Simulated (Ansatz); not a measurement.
Levels about the gap of amorphous In$_{16}$Zn$_{8}$O$_{32}$ (56 atoms in a cell of 792 Å³, 6.02 g/cm³; zone centre alone, so wide bands show as single levels with stretches between that a denser mesh fills), at the geometry that PBE relaxed, where it gives 0.2 GPa on a denser mesh. Exact exchange is cut at the faces of this small cell, which leaves a finite-size error. The participation number counts the atoms over which a state spreads; weights are charges in smoothed Voronoi cells. The levels come from a single point, so bond lengths are those of that geometry. Method of the levels: HSE06, scalar-relativistic without spin-orbit coupling (Ansatz, a program for electronic structure). Sampling: the zone centre alone; Fermi-Dirac width 0.02 eV; no spin polarisation.

It comes from a melt-quench run on a machine-learned potential (CHGNet), relaxed afterwards by DFT. O atoms were pushed apart under 1.9 Å during the dynamics, to hinder bonds among them. The hot cell started wider than the set density and was brought back towards it in steps. It is the lowest in DFT energy of 2 quenches. It is a model cell: composition and starting density were chosen by hand, and all elements were melted together. No dispersion term was used. Its density started from a set value of 6.17 and ended at 6.02 g/cm³. The quench (nominally 420 K/ps over its main leg) was far faster than any real one, so the model tends to hold more defects than a real film. A cell of this size samples the disorder only roughly. Volume and shape were free in the relaxation.

```json
[
 {"E - E(highest filled), eV": "-0.40", "filling": "filled", "participation number": "28.5", "largest on": "O, 4 neighbours", "weight O": "0.89", "weight In": "0.05", "weight Zn": "0.07"},
 {"E - E(highest filled), eV": "-0.34", "filling": "filled", "participation number": "20.0", "largest on": "O, 3 neighbours", "weight O": "0.89", "weight In": "0.05", "weight Zn": "0.06"},
 {"E - E(highest filled), eV": "-0.33", "filling": "filled", "participation number": "27.1", "largest on": "O, 4 neighbours", "weight O": "0.89", "weight In": "0.05", "weight Zn": "0.06"},
 {"E - E(highest filled), eV": "-0.24", "filling": "filled", "participation number": "20.1", "largest on": "O, 4 neighbours", "weight O": "0.85", "weight In": "0.03", "weight Zn": "0.11"},
 {"E - E(highest filled), eV": "-0.21", "filling": "filled", "participation number": "12.3", "largest on": "O, 3 neighbours", "weight O": "0.88", "weight In": "0.03", "weight Zn": "0.09"},
 {"E - E(highest filled), eV": "-0.05", "filling": "filled", "participation number": "11.2", "largest on": "O, 4 neighbours", "weight O": "0.89", "weight In": "0.04", "weight Zn": "0.07"},
 {"E - E(highest filled), eV": "0.00", "filling": "filled", "participation number": "11.0", "largest on": "O, 4 neighbours", "weight O": "0.89", "weight In": "0.04", "weight Zn": "0.08"},
 {"E - E(highest filled), eV": "1.90", "filling": "empty", "participation number": "52.0", "largest on": "In, 5 neighbours", "weight O": "0.50", "weight In": "0.37", "weight Zn": "0.13"},
 {"E - E(highest filled), eV": "4.70", "filling": "empty", "participation number": "30.9", "largest on": "In, 5 neighbours", "weight O": "0.57", "weight In": "0.39", "weight Zn": "0.04"},
 {"E - E(highest filled), eV": "4.90", "filling": "empty", "participation number": "29.5", "largest on": "In, 5 neighbours", "weight O": "0.55", "weight In": "0.38", "weight Zn": "0.06"},
 {"E - E(highest filled), eV": "5.10", "filling": "empty", "participation number": "30.4", "largest on": "In, 5 neighbours", "weight O": "0.58", "weight In": "0.35", "weight Zn": "0.07"},
 {"E - E(highest filled), eV": "5.32", "filling": "empty", "participation number": "21.5", "largest on": "In, 5 neighbours", "weight O": "0.54", "weight In": "0.38", "weight Zn": "0.08"},
 {"E - E(highest filled), eV": "5.46", "filling": "empty", "participation number": "33.6", "largest on": "In, 5 neighbours", "weight O": "0.59", "weight In": "0.32", "weight Zn": "0.09"},
 {"E - E(highest filled), eV": "5.65", "filling": "empty", "participation number": "21.9", "largest on": "In, 5 neighbours", "weight O": "0.56", "weight In": "0.36", "weight Zn": "0.08"}
]
```

Most localised among these is the filled level at +0.00 eV, on a O atom, which has 4 neighbours (Zn 1.96 Å, In 2.12 Å, In 2.18 Å, Zn 2.18 Å).
